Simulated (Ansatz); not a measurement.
## Au: biaxial strain +0.83 %, plane normal [111], relaxed out of plane

The parent structure is Au in the fcc (Cu type) structure (space group Fm-3m, No. 225; a = 4.0830 Å; relaxed with 0.1 eV smearing). Axes: x, y, z lie along the cube axes.

The change: biaxial strain +0.83 %, plane normal [111], relaxed out of plane (Cartesian); in-plane vectors clamped, the third vector and the atoms free.

Computed with PBEsol (Ansatz, an electronic-structure program), spin-orbit coupling left out. Γ-centred 28×28×28 mesh, Fermi–Dirac width 0.1 eV.

```csv
quantity,base,changed,shift
volume per atom,17.02 Å³,17.11 Å³,+0.096 Å³
shortest interatomic distance,2.887 Å,2.874 Å,-0.013 Å
energy relative to the base (free energy F),0 meV/atom,+1.2 meV/atom,+1.2 meV/atom
band gap,zero,zero,–
out-of-plane strain,–,-1.08 %,–
ratio −ε⊥/ε∥,–,1.31,–
mean in-plane stress (compression positive),–,-1.4 GPa,–
```

Final structure (turned so that z lies along the plane normal):

```
CELL_PARAMETERS angstrom
      2.91106     0.00000     0.00000
      1.45553     2.52105     0.00000
      1.45553    -0.84035     2.33177
ATOMIC_POSITIONS crystal
  Au 0.00000 0.00000 0.00000
```

Cost of the whole job for the changed cell (relaxation, final SCF and bands): around 110 core-seconds (rough).

Stability against distortions was not tested.
